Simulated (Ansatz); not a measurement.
The starting structures come from a database of crystals and need not be the phases stable at ambient conditions.

 Where the default PAW files enter, the runs use the earlier of Ansatz's two default sets.

The decay constant κ of evanescent states in the gap governs leakage through a thin film.

Here is the system:

```yaml
crystal:
  lattice:
    - [4.21609, 0.00000, 0.00000]
    - [-2.10805, 3.65124, 0.00000]
    - [2.10805, 1.21708, 3.44242]
  atoms:
    - { symbol: Pb, position: [0.00000, 0.00000, 0.00000] }
    - { symbol: F, position: [0.50000, 0.25000, 0.25000] }
    - { symbol: F, position: [0.50000, 0.75000, 0.75000] }
```

Space group of this cell: Fm-3m, fluorite. The cell was relaxed by PBE-D3(BJ); by r2SCAN its mean pressure is -1.5 GPa.

Transport runs along the normal of the first two printed cell vectors, the (111) plane of the conventional cell.

The gap is the functional's own, uncorrected, and κ follows it; spin-orbit coupling is left out. Mid-gap values are interpolated between the computed energies.

Estimate the band gap and the smallest decay constant κ at mid-gap that r2SCAN (Ansatz, an electronic-structure program) returns for this system.

Gap 4.96 eV on a 10×10×10 mesh; κ = 0.524 1/Å, at (0.417, 0.000) of the in-plane reciprocal vectors. At the zone centre, at the nearest computed energy, the slowest state has κ = 0.64 1/Å.
